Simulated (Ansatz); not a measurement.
## Ge, pressure series

Take Ge in the diamond structure (space group Fd-3m, No. 227; a = 5.676 Å) as the base.

Cell and atoms are relaxed at each pressure.

The values are results of Kohn–Sham DFT with the PBEsol functional, run in Ansatz (a first-principles code) with PAW and 420 eV plane waves, scalar-relativistic without spin-orbit coupling, not measurements.

Notes on the quantities. enthalpy: H = E + PV relative to the base's energy.

| case | enthalpy | volume per atom |
|---|---|---|
| base | – | 22.86 Å³ |
| pressure −2 GPa | -0.29 eV/atom | 23.60 Å³ |
| pressure −1 GPa | -0.14 eV/atom | 23.21 Å³ |
| pressure 1.8 GPa | +0.25 eV/atom | 22.28 Å³ |
| pressure 4.2 GPa | +0.58 eV/atom | 21.63 Å³ |
| pressure 9 GPa | +1.21 eV/atom | 20.59 Å³ |
| pressure 18 GPa | +2.33 eV/atom | 19.17 Å³ |
| pressure 30 GPa | +3.71 eV/atom | 17.83 Å³ |
| pressure 45 GPa | +5.32 eV/atom | 16.63 Å³ |
| pressure 60 GPa | +6.83 eV/atom | 15.72 Å³ |

Load acts through the strain it causes; cell and atoms are relaxed under it. No phonon test of stability was made. Measured, Ge leaves this structure (for the β-tin structure) near 10.6 GPa (room temperature; as listed in arXiv:1906.07825).
